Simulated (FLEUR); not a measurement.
Input and output of a self-consistent single point for La2O3 (P-3m1, 5 atoms in the cell) (FLEUR).

Method of the run: PBE, all-electron FLAPW (FLEUR), scalar-relativistic valence in FLEUR.

The change in words: lattice scaled by 0.98. Reference geometry:
```
La2O3
1.0
    3.95908     0.00000     0.00000
   -1.97954     3.42867     0.00000
    0.00000     0.00000     6.15596
La O
2 3
Direct
  0.66667   0.33333   0.75376
  0.33333   0.66667   0.24624
  0.66667   0.33333   0.35411
  0.33333   0.66667   0.64589
  0.00000   0.00000   0.00000
```

Reference input (self-consistent single point, DFT, PBE, all-electron FLAPW (FLEUR), scalar-relativistic valence): Kmax = 4 1/bohr; GmaxXC = 16 1/bohr; xcFunctional = pbe; jspins = 1; l_soc = F; mode = hist; fermiSmearingEnergy = 0.0001 Htr; mesh (inpgen div1-3) = 7 7 4; inpgen gamma flag = true; Gmax = 16 1/bohr; numbands = 0; maxIterBroyd = 15. This run's input differs from it in these lines:

```diff
@@ -3,5 +3,5 @@
 &input film=f /
-3.9590816607 0.0000000787 0.0000000000
--1.9795408985 3.4286652545 0.0000000000
-0.0000000000 0.0000000000 6.1559560000
+3.8799000207 -0.0000000048 0.0000000000
+-1.9399500062 3.3600919845 0.0000000000
+0.0000000000 0.0000000000 6.0328370000
 1.8897261246
@@ -46,5 +46,5 @@
          <bravaisMatrix>
-            <row-1>    7.4815800436495428     0.0000001487214460     0.0000000000000000</row-1>
-            <row-2>   -3.7407901506096066     6.4792383039369570     0.0000000000000000</row-2>
-            <row-3>    0.0000000000000000     0.0000000000000000    11.6330708750881158</row-3>
+            <row-1>    7.3319484299528703    -0.0000000090706854     0.0000000000000000</row-1>
+            <row-2>   -3.6659742071340715     6.3496536041687079     0.0000000000000000</row-2>
+            <row-3>    0.0000000000000000     0.0000000000000000    11.4004096843534892</row-3>
          </bravaisMatrix>
```

Log, with long lists cut:

```
 Iteration:     1   Distance:      21.97923751 me/bohr^3
 Iteration:     2   Distance:      18.35488511 me/bohr^3
 Iteration:     3   Distance:       7.19588872 me/bohr^3
 Iteration:     4   Distance:       8.60629141 me/bohr^3
 Iteration:     5   Distance:       2.20172617 me/bohr^3
   [... 13 lines left out ...]
 Iteration:    19   Distance:       0.00003370 me/bohr^3
 Iteration:    20   Distance:       0.00001591 me/bohr^3
 Iteration:    21   Distance:       0.00001444 me/bohr^3
 Iteration:    22   Distance:       0.00000330 me/bohr^3
 Reset of history
 Run finished successfully
 Stop message:
   Structural relaxation: new displacements generated

[file out, last iteration]
             iter=     23
[...]
          total density-effective poten   -2.8987854823E+04
          total charge density-energy d   -4.3418855532E+02
 Updated energy parameters for spin:           1
[...]
 fermi energy and band-weighting factors:

[...]
FERMIE:
          first approx. to ef    (T=0)  :   0.348298 htr   (energy of the highest occ. eigenvalue)
          number of occ. states  (T=0)  :        560
          first approx. to seigv (T=0)  :  -0.526806 htr
          sum of weights of occ. states :  20.000000
          sum of semicore charge        :   0.000000 e
FERHIS:  Fermi-Energy by histogram:
          bandgap                     :   0.146469 htr
   [... lines left out ...]
          charge neutrality (T=0)     :   0.000000    (zero if the highest occ. eigenvalue is "entirely" occupied)
 Direct bandgap for spin            1 :   0.15170487600842503       Htr
 ---->    free energy=                    -17221.4619196382 htr
   [... lines left out ...]
 TOTAL FORCE FOR ATOM TYPE=  1  X= -3.666   Y=  2.117   Z= -2.807
                       FX_TOT= 0.000000 FY_TOT= 0.000000 FZ_TOT= 0.007628
 TOTAL FORCE FOR ATOM TYPE=  2  X= -3.666   Y=  2.117   Z=  4.037
                       FX_TOT= 0.000000 FY_TOT= 0.000000 FZ_TOT= 0.000444
 TOTAL FORCE FOR ATOM TYPE=  3  X=  0.000   Y=  0.000   Z=  0.000
                       FX_TOT= 0.000000 FY_TOT= 0.000000 FZ_TOT= 0.000000
```

The run converged in 22 iterations. FLEUR gives forces in its relaxation mode, with a further iteration, so its stop message speaks of a relaxation. Against the reference run the free energy rises by 25.1 meV/atom, the largest force goes from 0.111 to 0.392 eV/Å and the gap on the mesh goes from 3.896 to 3.986 eV.

The starting cell comes from a database of computed structures (which also holds hypothetical and non-ambient phases and stackings), without a prior relaxation at this level. Its lattice was rescaled by a random factor within 2.5 % of one. For this run, on top of that: lattice scaled by 0.98. Values depend on the basis (sphere radii, cutoffs, local orbitals), which need not be converged.

Cost on one core of a shared machine: roughly 2 min.
